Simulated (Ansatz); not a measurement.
L1₂ (Cu3Au-type) Ni3Fe was calculated with r²SCANh (plane waves, PAW; Ansatz, an electronic-structure program).

Run with plane-wave cutoff 520 eV, 8×8×8 k mesh, Fermi–Dirac smearing 0.05 eV, spin-polarised with parallel moments, scalar-relativistic PAW data made under PBE.

Response to compression and expansion:

```json
[
 {"V (Å³/atom)": "10.357", "P (GPa)": "11.96", "moment (μB per cell of 4 atoms)": "5.56"},
 {"V (Å³/atom)": "10.667", "P (GPa)": "5.00", "moment (μB per cell of 4 atoms)": "5.65"},
 {"V (Å³/atom)": "10.903", "P (GPa)": "0.77", "moment (μB per cell of 4 atoms)": "5.77"},
 {"V (Å³/atom)": "11.175", "P (GPa)": "-3.49", "moment (μB per cell of 4 atoms)": "5.91"},
 {"V (Å³/atom)": "11.448", "P (GPa)": "-7.47", "moment (μB per cell of 4 atoms)": "5.99"}
]
```
